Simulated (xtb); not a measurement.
xtb 6.7.1, GFN2-xTB: Ge(Me)(SiH3) ([CH3][Ge][SiH3]), 9 atoms. The geometry is a generated start, not checked to be a minimum at this level.

```json
{
 "method": "GFN2-xTB",
 "--acc": "1 (default)",
 "--etemp (K)": "300 (default)",
 "detailed input (--input)": "none: ANC optimiser, Lindh (1995) Hessian, microcycle=20, maxdispl=1.0, hlow=0.01 (default)",
 "basis_functions": "30",
 "valence_electrons": "18"
}
```

```xyz
9

Ge     0.1812     0.1767     1.5089
C      0.7181     1.5467     0.0979
H      0.1522     2.4653     0.2632
H      0.5664     1.2401    -0.9348
H      1.7704     1.8057     0.2246
Si    -0.6958    -1.4844    -0.0205
H      0.3673    -2.2527    -0.6917
H     -1.5497    -0.9958    -1.1155
H     -1.5101    -2.5017     0.6681
```

The structure is relaxed from this start with --opt LEVEL for the levels crude, sloppy, loose, lax, normal, tight, vtight, extreme, once each. Up to the end of the extreme run atoms move by at most 0.79 Å along an axis.

Question: What is the loosest level that ends within 20 meV of the extreme run, and how many cycles does it take?

Answer: normal: 33 cycles against 37, ending 0.033 meV above.

| level | cycles | energy above the extreme run (meV) | gradient norm (eV/Å) |
|---|---|---|---|
| crude | 1 | 33 | 0.096 |
| sloppy | 1 | 33 | 0.096 |
| loose | 1 | 33 | 0.096 |
| lax | 1 | 33 | 0.096 |
| normal | 33 | 0.033 | 0.029 |
| tight | 34 | under 0.01 | 0.0086 |
| vtight | 37 | under 0.01 | 0.0025 |
| extreme | 37 | — | 0.0025 |
